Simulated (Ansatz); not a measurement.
The parent structure is Al₂Cu (space group I4/mcm, No. 140; a = 6.060 Å, c = 4.875 Å). Axes: x, y, z lie along a, b, c of the conventional cell.

All numbers come from PBE/PAW in Ansatz (a program for electronic structure), no spin-orbit coupling.

Base values:

```
Item               Result
---------------  --------
Pressure          0.0 GPa
Volume per atom  14.92 Å³
```

It is then changed as follows: tensile biaxial strain of 0.92 % in the plane normal to [001], as in epitaxy on a mismatched substrate; the out-of-plane cell vector and the atoms relax.

**Question.** What happens to the pressure?

**Answer.** The pressure (mean of the normal stresses, compression positive) goes from zero to -1.1 GPa.

**Question.** Estimate the effect on the energy relative to the base.

**Answer.** The energy goes up by 1.6 meV/atom.

**Question.** What happens to the volume per atom?

**Answer.** The volume per atom increases by 0.16 Å³ (14.92 Å³ → 15.08 Å³).

A biaxial case was relaxed in a doubled cell and then solved in the primitive one. Without a gap, meshes like the base's 12×12×12 leave anisotropic stresses uncertain by several tenths of a GPa, and small strain energies with them. Whether these cells are dynamically stable was not tested. The final runs are not spin-polarised.
